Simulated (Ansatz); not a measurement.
**Effect of pressure 10 GPa on hypothetical R-3m RuS2**

Base system: RuS2 in the CdCl2 type structure (space group R-3m, No. 166; a = 3.2495 Å, c = 15.6723 Å (hexagonal axes); a hypothetical phase, not in the database extracts checked; layered, stacked along the Cartesian z axis).

Modification: a hydrostatic pressure of 10 GPa.

All numbers come from PBEsol-D3(BJ)/PAW in Ansatz (a first-principles code), no spin-orbit coupling. k-mesh 17×17×17 (Γ-centred); smearing 0.05 eV (Fermi–Dirac).

- Volume per atom: 13.82 Å³ (base 15.92 Å³)
- Density: 6.62 g/cm³ (base 5.74 g/cm³)
- Lattice parameter a: 3.048 Å (base 3.250 Å)
- c/a ratio: 5.072 (base 4.823)
- Shortest interatomic distance: 2.338 Å (base 2.346 Å)
- Enthalpy H = E + PV relative to the base's energy: +0.92 eV/atom
- Band gap: zero (base zero)

Final structure:

```
RuS2
1.0
    1.52400     0.87988     5.15316
   -1.52400     0.87988     5.15316
    0.00000    -1.75976     5.15316
Ru S
1 2
Cartesian
  0.00000   0.00000   0.00000
  0.00000   0.00000   3.61333
  0.00000   0.00000  11.84616
```

Load acts through the strain it causes; cell and atoms are relaxed under it. Whether these cells are dynamically stable was not tested. Competing high-pressure phases were not computed. The final runs are not spin-polarised. RuS2 has a high density of states at the Fermi level and may be magnetic at this level.
